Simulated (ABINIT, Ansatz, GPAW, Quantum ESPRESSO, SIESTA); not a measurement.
**One structure in several programs: TiC (Fm-3m, 2 atoms in the cell)**

Self-consistent single point, at a second geometry (lattice scaled by 0.98). First geometry:

```xyz
2
Lattice="0.0000 2.1780 2.1780 2.1780 0.0000 2.1780 2.1780 2.1780 0.0000" Properties=species:S:1:pos:R:3 pbc="T T T"
Ti     0.0000     0.0000     0.0000
C      2.1780     2.1780     2.1780
```

Shared settings, as Ansatz (an electronic-structure program) writes them: kpoints.mp_grid.grid = 13 13 13; scf.occupations.method = gaussian; scf.occupations.width = 0.0147 Ry. Potentials and cutoffs stand in the table.

```json
[
 {"code": "SIESTA", "model": "GGA PBE, numerical atomic orbitals DZP, PseudoDojo PBE standard norm-conserving potentials (rewritten from UPF to PSML)", "ΔF from the first geometry (meV/atom)": "8.2", "pressure (GPa)": "10.55", "cutoff": "grid 400 Ry"},
 {"code": "Quantum ESPRESSO", "model": "PBE, SSSP 1.1.2 precision (PBE) pseudopotentials", "ΔF from the first geometry (meV/atom)": "14.6", "pressure (GPa)": "12.19", "cutoff": "65 Ry"},
 {"code": "GPAW", "model": "PBE, GPAW PAW datasets PBE (gpaw-data 1.0.1)", "ΔF from the first geometry (meV/atom)": "19.3", "pressure (GPa)": "–", "cutoff": "950 eV"},
 {"code": "Ansatz", "model": "PBE, default PAW files", "ΔF from the first geometry (meV/atom)": "14.4", "pressure (GPa)": "11.97", "cutoff": "default"},
 {"code": "ABINIT", "model": "PBE, norm-conserving pseudopotentials (PseudoDojo nc-sr-05 PBE standard)", "ΔF from the first geometry (meV/atom)": "14.8", "pressure (GPa)": "12.31", "cutoff": "84 Ry"}
]
```

A dash marks a value that a program does not give, or that is left out as unsure.

On Ansatz's run: spin polarisation is off.

The spread over the programs that give each value: ΔF from the first geometry within 11.1 meV/atom; pressure within 1.76 GPa.

SIESTA uses small atom-centred bases, whose incompleteness enters pressures, forces and empty levels differently from a plane-wave cutoff. Ansatz's pressure is given at a fixed set of plane waves, as the other plane-wave codes print theirs; with its correction for the finite basis it is 12.26 GPa (the shift of 0.28 GPa shows how far the cutoff is from converged). The pressure of GPAW is left out: its cutoff lies under the one at which its stress was checked. In the pressure, SIESTA (by 1.64) lies more than 1 GPa from the median of the plane-wave programs.

The starting cell has typed, rounded lattice constants, without a prior relaxation at this level. Its lattice was rescaled by a random factor within 2.5 % of one. For this run, on top of that: lattice scaled by 0.98.

Left out of this page: Elk and FLEUR (not drawn, or without a comparable value).

Keys are those of Ansatz 0.2.
